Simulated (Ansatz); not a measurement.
Au: biaxial strain +0.42 %, plane normal [111], relaxed out of plane

The reference is Au in the fcc (Cu type) structure (space group Fm-3m, No. 225; a = 4.048 Å; relaxed with 0.1 eV smearing). Axes: x, y, z lie along the cube axes.

It is then changed as follows: biaxial strain +0.42 %, plane normal [111], relaxed out of plane (Cartesian); in-plane vectors clamped, the third vector and the atoms free.

All numbers come from Kohn–Sham DFT with the LDA functional, run in Ansatz (a first-principles code) with PAW and 420 eV plane waves, spin-orbit coupling left out. Settings: 28×28×28 k-points, 0.1 eV Fermi–Dirac smearing.

The volume per atom grows by 0.046 Å³ to 16.62 Å³ and the space group goes from Fm-3m (No. 225) to R-3m (No. 166). The shortest interatomic distance decreases by 0.007 Å, from 2.862 Å to 2.855 Å and the energy grows by 0.3 meV/atom. The pressure (mean of the normal stresses, compression positive) goes from zero to -0.5 GPa and the band gap stays zero. The out-of-plane strain amounts to -0.56 % and the mean in-plane stress (compression positive) is -0.8 GPa.

Cost of the whole job for the changed cell (relaxation, final SCF and bands): about 120 core-seconds (a rough figure).

No phonon test of stability was made.
